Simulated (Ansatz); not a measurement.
An Ansatz (an electronic-structure program) input (PBEsol/PAW in Ansatz, without spin-orbit coupling):

Ansatz 0.2 input:
```yaml
crystal:
  lattice:
    - [0, 3.0513190517, 3.0513190517]
    - [3.0513190517, 0, 3.0513190517]
    - [3.0513190517, 3.0513190517, 0]
  atoms:
    - { symbol: Se, position: [0.25, 0.25, 0.25] }
    - { symbol: Se, position: [0, 0, 0] }
basis: { ecutwfc: 420, ecutrho_ratio: 4, xc_grid: 2, fft_grid_basis: typed }
kpoints: { mp_grid: { grid: [16, 16, 16] } }
hamiltonian:
  xc: pbesol
  dispersion: none
  pseudopotentials: { kind: paw }
scf: { occupations: { method: fermi_dirac, width: 0.1 }, convergence: { dr2_threshold: 0.0000000002 } }
relax: { f_tol: 0.005, max_steps: 50 }
output: { forces: true, stress: true }
checkpoint: { write: state.ck, write_every: 1000 }
```

Q: Which symmetry and how many k-points will the program report, and about how many plane waves at Γ?

A: Space group Fd-3m (ITA 227) with 48 operations, k-points 145 of 4096, and 1067 plane waves at Γ.

Q: And the final pressure?

A: 2.88 GPa (compression positive).

The cells carry an imposed strain or load. Stability against distortions was not tested. The cell was made from Se in the diamond structure (space group Fd-3m, No. 227; a hypothetical phase, not in the database extracts checked) by this change: isotropic strain −1.93 %.
